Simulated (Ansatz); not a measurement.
Consider the following.

End structure of the (100) surface of cubic CsSnI3 (a phase of room or higher temperature, not the 0 K ground state) in its 1x1 cell (cut with top plane 2 I + Sn, bottom plane 2 I + Sn), relaxed from an ideal cut (the real face may reconstruct), outermost plane spacing 3.14 Å in the ideal cut (one of several cuts of this face), with 1 Sn, 2 I a cell over the bulk's ratio:

```xyz
13
Lattice="6.2765 0.0000 0.0000 0.0000 6.2765 0.0000 0.0000 0.0000 29.0000" Properties=species:S:1:pos:R:3 pbc="T T T"
I      0.0000     3.1382     8.4691
I      3.1382     0.0000     8.4691
Sn     3.1382     3.1382     8.3710
Cs     0.0000     0.0000    11.1418
I      3.1382     3.1382    11.3605
I      0.0000     3.1382    14.4997
I      3.1382     0.0000    14.4997
Sn     3.1382     3.1382    14.5003
Cs     0.0000     0.0000    17.8566
I      3.1382     3.1382    17.6412
I      0.0000     3.1382    20.5309
I      3.1382     0.0000    20.5309
Sn     3.1382     3.1382    20.6291
```

Model: 13-atom slab, Cs2I8Sn3, 12.6 Å thick at the start, 4x4x1 mesh, Fermi-Dirac 0.025 eV, dipole correction, all atoms relaxed; held to the start's symmetry, so lower structures may exist; no spin, no spin-orbit, no U.

**Question.** Give the highest filled level below the top vacuum level at the level PBE run with Ansatz (a program for electronic structure).

**Answer.** 5.20 eV

**Question.** What is the computed gap of the slab on its k-mesh (PBE)?

**Answer.** 0.93 eV
